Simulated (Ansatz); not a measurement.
```xyz
2
Lattice="0.0000 2.3984 2.3984 2.3984 0.0000 2.3984 2.3984 2.3984 0.0000" Properties=species:S:1:pos:R:3 pbc="T T T"
S      3.5976     3.5976     3.5976
Be     0.0000     0.0000     0.0000
```

No spin polarisation.

A single point on BeS with a change (pressure 5 GPa), its geometry relaxed with PBE.

Computed with r2SCAN in Ansatz (plane waves to 500 eV, PAW, scalar-relativistic without spin-orbit coupling). k-mesh 12×12×12 (Γ-centred); smearing 0.05 eV (Fermi–Dirac).

**Question.** Predict the electron mass.

**Answer.** 0.78 mₑ along k, 0.28 mₑ across (at X).

**Question.** Estimate the gap character.

**Answer.** Indirect, Γ → X.

**Question.** What smallest direct gap does the calculation give?

**Answer.** 6.20 eV.

Single points use the geometry relaxed with PBE. Load acts through the strain it causes; cell and atoms are relaxed under it. Effective masses come from finite differences of ±0.01 Å⁻¹. Along k means along the line from Γ to the band edge. Stability against distortions was not tested. No other phases were tried under pressure. The cell was made from BeS in the zinc blende structure (space group F-43m, No. 216) by this change: pressure 5 GPa.

Ansatz is a quantum-chemistry and plane-wave program.
